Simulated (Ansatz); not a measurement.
Base system: BN in the zinc blende structure (space group F-43m, No. 216; a = 3.605 Å).

Levels (all Ansatz, an electronic-structure program, PAW, earlier PAW set): PBEsol (420 eV, without spin-orbit coupling); HSE06+SOC (420 eV, noncollinear with spin-orbit coupling).

Its gap is 4.29 eV with PBEsol and 5.79 eV with HSE06+SOC.

Perturbation: every lattice vector is shortened by 2.79 %; the atoms relax in the strained cell.

With PBEsol the gap becomes 4.38 eV.

Task: If the HSE06+SOC correction stayed the same, what would the HSE06+SOC gap be, and what does the HSE06+SOC run give?

Result: A rigid correction of +1.50 eV gives 5.88 eV. The HSE06+SOC run gives 5.90 eV, so the two effects roughly add.

Single points use the geometry relaxed with PBEsol. HSE06 was sampled on its mesh, a few special points and the semilocal edge points, so its gap is an upper bound. The spin-orbit shifts are approximate. Stability against distortions was not tested.
